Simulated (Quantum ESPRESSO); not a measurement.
Checking a run of Quantum ESPRESSO on Nb2GaC (P6_3/mmc, 8 atoms in the cell). The aim is a self-consistent single point with DFT, PBEsol, plane waves, PseudoDojo standard norm-conserving (PBESOL) pseudopotentials.

Cell that was meant: a = 3.1498 Å, b = 3.1498 Å, c = 13.5970 Å, α = 90.00°, β = 90.00°, γ = 120.00°.

Part of the input:

```fortran
/
&ELECTRONS
    conv_thr = 1.0d-10
    mixing_beta = 0.9
    mixing_ndim = 1
/
ATOMIC_SPECIES
Nb    92.9064  Nb.upf
```

Output, abridged:

```
     G-vector sticks info
     --------------------
     sticks:   dense  smooth     PW     G-vecs:    dense   smooth      PW
   [... lines left out ...]
                       cart. coord. in units 2pi/alat
        k(    1) = (   0.0000000   0.0000000   0.0000000), wk =   0.0204082
        k(    2) = (   0.0000000   0.0000000  -0.1158255), wk =   0.0204082
        k(    3) = (   0.0000000   0.1649572   0.0000000), wk =   0.1224490
   [... 13 lines left out ...]

     Dense  grid:    83521 G-vectors     FFT dimensions: (  36,  36, 160)

     Initial potential from superposition of free atoms

     starting charge      85.9866, renormalised to      86.0000
     Self-consistent Calculation

     iteration #  1     ecut=    85.00 Ry     beta= 0.90

     total energy              =    -826.27821019 Ry
     estimated scf accuracy    <       2.48961575 Ry

     iteration #  2     ecut=    85.00 Ry     beta= 0.90

     total energy              =    -825.10973717 Ry
     estimated scf accuracy    <      14.61417360 Ry

     iteration #  3     ecut=    85.00 Ry     beta= 0.90

     total energy              =    -826.71251302 Ry
     estimated scf accuracy    <       2.09201210 Ry

   [... 50 blocks of this kind left out ...]

     iteration # 54     ecut=    85.00 Ry     beta= 0.90

     total energy              =    -827.78875592 Ry
     estimated scf accuracy    <          8.7E-09 Ry

     iteration # 55     ecut=    85.00 Ry     beta= 0.90
     End of self-consistent calculation

     the Fermi energy is    16.2024 ev

!    total energy              =    -827.78875592 Ry
     estimated scf accuracy    <          7.8E-12 Ry
     smearing contrib. (-TS)   =      -0.00141213 Ry
     internal energy E=F+TS    =    -827.78734380 Ry

     convergence has been achieved in  55 iterations

     Forces acting on atoms (cartesian axes, Ry/au):

     atom    1 type  1   force =    -0.00000000    0.00000000    0.01993121
     atom    2 type  1   force =     0.00000000   -0.00000000   -0.01993121
     atom    3 type  1   force =     0.00000000   -0.00000000    0.01993121
     atom    4 type  1   force =    -0.00000000   -0.00000000   -0.01993121
   [... lines left out ...]

     Total force =     0.039862     Total SCF correction =     0.000010

          total   stress  (Ry/bohr**3)                   (kbar)     P=      -63.54
  -0.00040434  -0.00000000   0.00000000          -59.48       -0.00        0.00
  -0.00000000  -0.00040434  -0.00000000           -0.00      -59.48       -0.00
   0.00000000  -0.00000000  -0.00048709            0.00       -0.00      -71.65

   JOB DONE.
```

### Question
Can these results be used? Check the input.

### Answer
The results can be used. The input holds unsuitable density mixing, which can do harm: too large a step with little history lets the density overshoot, and too small a step makes little progress in the iterations allowed. Here it did none. The run converged in 55 iterations, and against the sound input the free energy hardly moves (within 1 meV/atom), the pressure stays at -6.35 GPa and the largest force stays at 0.512 eV/Å. It cost iterations: the sound input took 19.

An input that runs soundly differs in these lines (not the only fix; some lines may just follow from the change or write a value another way):
```diff
-    mixing_beta = 0.9
-    mixing_ndim = 1
+    mixing_beta = 0.3
```

With that input, the run converged in 19 iterations: free energy E − TS -11262.6398 eV; Fermi level (on the code's own zero) 16.20 eV; pressure -6.35 GPa; largest force (vector length) 0.512 eV/Å (DFT, PBEsol, plane waves, PseudoDojo standard norm-conserving (PBESOL) pseudopotentials).

On the sound input: the starting cell comes from a database of computed structures (which also holds hypothetical and non-ambient phases and stackings), without a prior relaxation at this level. Spin polarisation is off. With a pressure of about -6 GPa the cell is away from its equilibrium volume at this level.
